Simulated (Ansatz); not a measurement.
# Si₃N₄ (model structure, started from the spinel Si type, Fd-3m, No. 227, 14 atoms in the cell)

The numbers are results of PBE in Ansatz (plane waves, PAW), not measurements.

Settings: plane-wave cutoff 520 eV, 8×8×8 k mesh, Fermi–Dirac smearing 0.01 eV, scalar-relativistic PAW data made under PBE.

Cell (relaxed at this level):

```xyz
14
Lattice="0.0000 3.8946 3.8946 3.8946 0.0000 3.8946 3.8946 3.8946 0.0000" Properties=species:S:1:pos:R:3 pbc="T T T"
Si     4.8683     4.8683     4.8683
Si     4.8683     2.9210     2.9210
Si     2.9210     4.8683     2.9210
Si     2.9210     2.9210     4.8683
Si     1.9473     1.9473     1.9473
Si     0.0000     0.0000     0.0000
N      6.7574     6.7574     6.7574
N      6.7574     4.9264     4.9264
N      4.9264     6.7574     4.9264
N      4.9264     4.9264     6.7574
N      2.9791     2.9791     2.9791
N      2.9791     4.8101     4.8101
N      4.8101     2.9791     4.8101
N      4.8101     4.8101     2.9791
```

| Property | Result |
|---|---|
| band gap | 3.35 eV (on the SCF k mesh) |

Note: the relaxation could raise the start's symmetry but not lower it, so the cell can be a saddle point.

It cost around 80 core-seconds (rough) of CPU time.

A model structure was made by putting elements into a prototype or built by hand; it is no filed structure, need not be a known phase, and can be a saddle point held by its symmetry.

Ansatz is an electronic-structure program.
